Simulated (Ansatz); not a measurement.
## Input and output of a self-consistent single point for Na₃P (P6_3/mmc, 8 atoms in the cell) (Ansatz)

Level of theory: LDA (PW92), default PAW files made with PBE (plane waves; Ansatz, an electronic-structure program).

Input:

Ansatz 0.2 input:
```yaml
crystal:
  lattice:
    - [4.90545900, 0.00000000, 0.00000000]
    - [-2.45273000, 4.24825300, 0.00000000]
    - [0.00000000, 0.00000000, 8.73891400]
  atoms:
    - { symbol: Na, position: [0.00000000, 0.00000000, 0.25000000] }
    - { symbol: Na, position: [0.00000000, 0.00000000, 0.75000000] }
    - { symbol: Na, position: [0.33333300, 0.66666700, 0.58022000] }
    - { symbol: Na, position: [0.66666700, 0.33333300, 0.41978000] }
    - { symbol: Na, position: [0.66666700, 0.33333300, 0.08022000] }
    - { symbol: Na, position: [0.33333300, 0.66666700, 0.91978000] }
    - { symbol: P, position: [0.33333300, 0.66666700, 0.25000000] }
    - { symbol: P, position: [0.66666700, 0.33333300, 0.75000000] }
basis:
  ecutwfc: 30.9 Ry
kpoints:
  mp_grid: { grid: [6, 6, 3] }
hamiltonian:
  xc: lda
  pseudopotentials: { kind: paw }
scf:
  occupations: { method: fermi_dirac, width: 0.0015 Ry }
output:
  forces: true
  eigenvalues: true
  stress: true
```

Log, with long lists cut:

```
WARN the atoms were moved onto the symmetric positions of the space group found under crystal.symmetry.tolerance 1.0e-5 (fractional …
WARN ansatz: RAYON_NUM_THREADS=1 ignored (pool sized by the plan → 1); use --threads N
Pseudopotentials: kind: paw
Pseudopotential: Na, paw, valence charge 9
Pseudopotential: P, paw, valence charge 5
Crystal: 8 atoms, lattice volume = 182.116 Å³
Basis set: ecut = 420.4159175005146 eV, 3575 PW (Γ)
Bands: 40, of which v1, the nominal top of the filled ones, is band 32 counted from 1 (31 counted from 0)
Symmetry: 24 space group operations
Space group: P63/mmc (ITA 194), of the structure as read, at distance tolerance 5.7e-5 Å
k-points: 14 of 108
PAW frozen core: Na, regenerated for the run's functional, and the local potential with it
PAW frozen core: P, regenerated for the run's functional, and the local potential with it
Initial density: superposition of atomic densities (neutral atoms: chi_scale 0, normalization atom), corrected by the library's trained network
Initial wavefunctions: pseudopotential atomic-orbital guess
Eigensolver: davidson
Functional: x = slater, c = lda
SCF iter   1: F=—  HF=-10254.584419 eV  |F-HF|=—  |Δ(HF+E_count)|=         —  Δρ=7.28e-3  dr2=6.13e-2  ethr=1.77e-3  ⟨swp⟩=7.9  Hψ=2582  notcnv=0  defer=2
all-band conjugate gradients solve this SCF's bands
preconditioner: auto → Resta (q_TF=auto, 2.292 Å⁻¹)
SCF iter   2: F=—  HF=-10254.551729 eV  |F-HF|=—  |Δ(HF+E_count)|=   3.27e-2  Δρ=2.22e-3  dr2=9.16e-3  ethr=9.58e-5  ⟨swp⟩=2.3  Hψ=1144  notcnv=0  defer=42
SCF iter   3: F=—  HF=-10254.549232 eV  |F-HF|=—  |Δ(HF+E_count)|=   2.50e-3  Δρ=6.82e-4  dr2=1.02e-3  ethr=1.43e-5  ⟨swp⟩=3.0  Hψ=1000  notcnv=0  defer=42
SCF iter   4: F=—  HF=-10254.549029 eV  |F-HF|=—  |Δ(HF+E_count)|=   2.03e-4  Δρ=9.20e-5  dr2=3.31e-5  ethr=1.60e-6  ⟨swp⟩=2.0  Hψ=622  notcnv=0  defer=42
SCF iter   5: F=—  HF=-10254.548970 eV  |F-HF|=—  |Δ(HF+E_count)|=   5.85e-5  Δρ=3.55e-5  dr2=4.44e-6  ethr=5.18e-8  ⟨swp⟩=2.4  Hψ=665  notcnv=0  defer=42
SCF iter   6: F=-10254.548970 eV  HF=-10254.548970 eV  |F-HF|=2.26e-8  |Δ(HF+E_count)|=   5.44e-7  Δρ=5.70e-6  dr2=9.55e-8  ethr=1.56e-10  ⟨swp⟩=10.6  Hψ=2884  notcnv=0
SCF 1 converged in 6 iterations: F = -10254.548970 eV  dr2 = 9.55e-8
SCF converged after 6 iterations
Free energy (F): -10254.548970 eV
Harris-Foulkes:  -10254.548970 eV  (|F-HF|=2.26e-8)
Internal energy: -10254.548969 eV  (E = F + TS)
E sigma→0 (E₀):  -10254.548969 eV
Entropy (-TS):   -0.000001 eV (-0.000 meV/atom)
Fermi energy:    3.397461 eV
--- Per-component energies (eV) ---
  E_band       = -1303.732243
  E_kinetic    = 863.008909
  E_local      = -8085.679719  (includes V_loc(G=0)·N_el)
  E_nonlocal   = 770.692631
  E_hartree    = 2912.528236
  E_xc         = -350.756956
  E_vxc        = -418.998936  (∫ρ·V_xc dr)
  E_paw        = -2547.557545  (= ΣΔE_a)
  E_vpaw       = -257.805530  (= ΣTr[D̂ρ^β])
  E_aug_tail   = -0.000040  (compensation charges beyond the density's cutoff)
  E_ewald      = -3817.864529
  E_core_change = 1.080043  (= ΣΔE_core)
  E_smearing   = -0.000001  (= −TS)
  E_closure    = -0.000000  (closes the sum)
  Σ components = -10254.548970   (vs F -10254.548970, Δ=0.00e0)
--- Forces (eV/Å), atoms counted from 1 ---
  atom   1  Na     0.00000000     0.00000000     0.00000000
  atom   2  Na    -0.00000000    -0.00000000    -0.00000000
  atom   3  Na    -0.00000000     0.00000000    -0.01674266
  atom   4  Na     0.00000000    -0.00000000     0.01674266
  atom   5  Na     0.00000000    -0.00000000    -0.01674266
  atom   6  Na    -0.00000000     0.00000000     0.01674266
  atom   7  P     -0.00000000     0.00000000     0.00000000
  atom   8  P      0.00000000    -0.00000000    -0.00000000
  max |Σ_I F_I| component: 9.25e-18 eV/Å
--- Stress (GPa, compression-positive) ---
       -1.199412      -0.000000       0.000000
       -0.000000      -1.199412      -0.000000
        0.000000      -0.000000      -1.136236
  P = ⅓ Tr σ = -1.1784 GPa (-11.784 kbar)
  The stress holds the Pulay correction. Without it, at fixed plane waves, as pw.x and ABINIT print it: P = -1.1880 GPa
--- Band table (eV; the first three rows and the last of 14) ---
  k-point 0: bands = ["-48.0342", "-48.0271", "-48.0246", "-48.0175", "-47.6814", "-47.6814", "-20.5799", "-20.5799", "-20.5758", "-20.5671", "-20.5671", "-20.5639", "-20.5323", "-20.5323", "-20.5189", "-20.5189", "-20.4927", "-20.4787", "-20.2570", [...]
  k-point 1: bands = ["-48.0331", "-48.0302", "-48.0215", "-48.0186", "-47.6814", "-47.6814", "-20.5772", "-20.5772", "-20.5731", "-20.5711", "-20.5711", "-20.5672", "-20.5282", "-20.5282", "-20.5217", "-20.5217", "-20.4890", "-20.4820", "-20.2558", [...]
  k-point 2: bands = ["-48.0336", "-48.0266", "-48.0251", "-48.0181", "-47.6815", "-47.6814", "-20.5840", "-20.5820", "-20.5784", "-20.5687", "-20.5673", "-20.5596", "-20.5311", "-20.5310", "-20.5257", "-20.5175", "-20.4884", "-20.4777", "-20.2559", [...]
  k-point 13: bands = ["-48.0293", "-48.0293", "-48.0223", "-48.0223", "-47.6815", "-47.6815", "-20.5864", "-20.5864", "-20.5857", "-20.5819", "-20.5637", "-20.5637", "-20.5331", "-20.5331", "-20.5199", "-20.5159", "-20.4776", "-20.4776", [...]
```

The run converged in 6 iterations.

The starting cell comes from a database of computed structures (which also holds hypothetical and non-ambient phases and stackings), without a prior relaxation at this level. Its lattice was rescaled by up to half a per cent. Ansatz's pressure includes its estimate of the finite-basis (Pulay) stress.
